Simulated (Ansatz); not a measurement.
# What tensor shear ε_xy = +1.14 % does to BN

The reference is BN in the zinc blende structure (space group F-43m, No. 216; a = 3.581 Å). Axes: x, y, z lie along the cube axes.

It is then changed as follows: a pure shear with ε_xy = ε_yx = 0.0114, atoms relaxed at fixed cell.

Method: LDA/PAW in Ansatz (a quantum-chemistry and plane-wave program), no spin-orbit coupling. k-mesh 16×16×16 (Γ-centred); smearing 0.05 eV (Fermi–Dirac).

The volume per atom remains 5.74 Å³ and the space group goes from F-43m (No. 216) to Imm2 (No. 44). The shortest interatomic distance drops by 0.010 Å, from 1.550 Å to 1.540 Å and the energy rises by 4.4 meV/atom. The pressure (mean of the normal stresses, compression positive) grows by 2.2 kbar to 2.1 kbar and the band gap drops by 0.105 eV, from 4.39 eV to 4.29 eV. The gap character is indirect, Γ → X and the smallest direct gap falls by 0.37 eV, from 8.83 eV to 8.46 eV. The valence-band top at Γ (three highest levels, from the VBM) goes from 0.00, 0.00, 0.00 eV to 0.00, -0.08, -0.14 eV and the valley order (the lowest conduction-band minima on the path, energy above the VBM, named in the base's zone) goes from X along ⟨100⟩ 4.39 eV to X along [001] 4.29 eV; X along [010] 4.32 eV. The stress (xx, yy, zz, yz, xz, xy; compression positive) comes out as (0.30, 0.30, 0.03, 0.00, 0.00, -10.84) GPa.

Final structure:

```
CELL_PARAMETERS angstrom
      0.02041     1.79027     1.79027
      1.79027     0.02041     1.79027
      1.81068     1.81068     0.00000
ATOMIC_POSITIONS crystal
  B  0.00034 0.00034 0.99966
  N  0.24966 0.24966 0.25034
```

Cost of the whole job for the changed cell (relaxation, final SCF and bands): roughly 30 core-seconds.

The cells carry an imposed strain or load. No phonon test of stability was made. k-point labels follow each cell's own Brillouin zone.
